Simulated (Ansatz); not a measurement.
**A computed series for MgO: response to strain**

Take MgO in the rock salt structure (space group Fm-3m, No. 225; a = 4.2044 Å) as the base. Axes: x, y, z lie along the cube axes.

Strains are applied to the cell and any free atomic positions relax; under biaxial strain the out-of-plane vector relaxes too.

Method: Ansatz (a quantum-chemistry and plane-wave program), r2SCAN, PAW, cutoff 500 eV, spin-orbit coupling left out.

Notes on the quantities. energy relative to the base: free energy F.

```csv
"biaxial strain, plane normal [111], relaxed out of plane (%)",energy relative to the base (meV/atom)
0,0.0
0.42,0.4
0.83,?
1.25,3.7
1.67,6.5
2.08,10.0
2.5,14.3
```

Q: Fit ΔE = Aε² + Bε³ (ε in %) to the rows shown and predict the withheld row.

A: Least squares on the printed values gives A = 2.43 and B = -0.056 meV/atom (largest residual 0.0 meV/atom); this predicts 1.6 meV/atom, and the run gives 1.6 meV/atom, in agreement.

No phonon test of stability was made.
